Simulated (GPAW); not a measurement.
A self-consistent single point of LaTl3 (Pm-3m, 4 atoms in the cell) with GPAW.

Method of the run: LDA (Perdew-Wang 92), GPAW PAW datasets LDA (gpaw-data 1.0.1) (plane waves; GPAW).

The change in words: lattice scaled by 0.98. Reference geometry:
```yaml
crystal:
  lattice:
    - [4.91883, 0.00000, 0.00000]
    - [0.00000, 4.91883, 0.00000]
    - [0.00000, 0.00000, 4.91883]
  atoms:
    - { symbol: La, position: [0.00000, 0.00000, 0.00000] }
    - { symbol: Tl, position: [0.00000, 0.50000, 0.50000] }
    - { symbol: Tl, position: [0.50000, 0.00000, 0.50000] }
    - { symbol: Tl, position: [0.50000, 0.50000, 0.00000] }
```

Reference input (self-consistent single point, DFT LDA (Perdew-Wang 92), plane waves, GPAW PAW datasets LDA (gpaw-data 1.0.1)): mode = pw; ecut = 850 eV; xc = LDA; kpts = 9 9 9; mesh shift (steps) = 0 0 0; occupations.name = fermi-dirac; occupations.width = 0.136 eV; nbands = -8; convergence.density = 1e-05 e/electron; convergence.energy = 1e-05 eV/electron; symmetry.symmorphic = false; symmetry.tolerance = 0.0005. This run's input differs from it in these lines:

```diff
@@ -5,9 +5,9 @@
 atoms = Atoms(['La', 'Tl', 'Tl', 'Tl'],
-              cell=[[4.918825, 0.000000, 0.000000],
-                    [0.000000, 4.918825, 0.000000],
-                    [0.000000, 0.000000, 4.918825]],
+              cell=[[4.820448, 0.000000, 0.000000],
+                    [0.000000, 4.820448, 0.000000],
+                    [0.000000, 0.000000, 4.820448]],
               positions=[[0.000000, 0.000000, 0.000000],
-                         [0.000000, 2.459413, 2.459413],
-                         [2.459413, 0.000000, 2.459413],
-                         [2.459413, 2.459413, 0.000000]],
+                         [0.000000, 2.410224, 2.410224],
+                         [2.410224, 0.000000, 2.410224],
+                         [2.410224, 2.410224, 0.000000]],
               pbc=True)
```

Log, with long lists cut:

```
     iter     time        total  log10-change:
                         energy   eigst   dens
iter:   1 --:--:--   -17.317015
iter:   2 --:--:--   -17.258897   -1.06  -1.43
iter:   3 --:--:--   -16.913758   -0.76  -1.46
iter:   4 --:--:--   -17.022917   -1.14  -1.89
iter:   5 --:--:--   -17.012262   -1.29  -1.93
   [... 4 lines left out ...]
iter:  10 --:--:--   -16.886214   -2.98  -3.08
iter:  11 --:--:--   -16.886168   -3.83  -3.06
iter:  12 --:--:--   -16.885705   -4.55  -3.04
iter:  13 --:--:--   -16.885648   -4.79  -3.18
iter:  14 --:--:--   -16.885685c  -3.62  -3.27
iter:  15 --:--:--   -16.885453c  -5.06  -3.19
iter:  16 --:--:--   -16.885540c  -3.96  -3.25
iter:  17 --:--:--   -16.885287c  -5.05  -3.32
iter:  18 --:--:--   -16.885275c  -5.22  -3.64
   [... 4 lines left out ...]
iter:  23 --:--:--   -16.885260c  -6.56  -4.12
iter:  24 --:--:--   -16.885262c  -6.86  -4.42
iter:  25 --:--:--   -16.885265c  -6.87  -4.54
iter:  26 --:--:--   -16.885271c  -6.46  -4.37
iter:  27 --:--:--   -16.885271c  -7.14  -5.25c
iter:  28 --:--:--   -16.885270c  -7.63c -5.28c
Converged after 28 iterations.

Dipole moment: (-0.000000, 0.000000, -0.000000) |e|*Ang

Energy contributions relative to reference atoms: (reference = -1880182.135464)

Kinetic:         +8.981084
Potential:       -4.633903
External:        +0.000000
XC:             -21.043187
Entropy (-ST):   -0.141898
Local:           -0.118314
SIC:             +0.000000
--------------------------
Free energy:    -16.956219
Extrapolated:   -16.885270

Showing only first 2 kpts
 Kpt  Band  Eigenvalues  Occupancy
  0    23      7.65535    1.99817
  0    24      7.65535    1.99817
  0    25      9.99570    0.00007
  0    26      9.99570    0.00007

  1    23      7.65017    1.99824
  1    24      7.91295    1.98788
  1    25      9.74263    0.00047
  1    26      9.92055    0.00013

Fermi level: 8.60654

No gap
No difference between direct/indirect transitions
Energy (eV): -16.88527

Forces in eV/Ang:
  0 La    0.00000    0.00000    0.00000
  1 Tl    0.00000    0.00000    0.00000
  2 Tl    0.00000   -0.00000    0.00000
  3 Tl    0.00000    0.00000    0.00000

Stress tensor:
     0.018083     0.000000     0.000000
     0.000000     0.018083     0.000000
     0.000000     0.000000     0.018083
Stress (GPa, Voigt): [2.8972 2.8972 2.8972 0.     0.     0.    ]
```

The run converged in 28 iterations. GPAW prints stress with tension positive. Against the reference run the free energy falls by 45.2 meV/atom and the pressure goes from -5.23 to -2.90 GPa.

The starting cell comes from a database of computed structures (which also holds hypothetical and non-ambient phases and stackings), without a prior relaxation at this level. Its lattice was rescaled by a random factor within 2.5 % of one. For this run, on top of that: lattice scaled by 0.98.

Cost on one core of a shared machine: roughly 3 min.
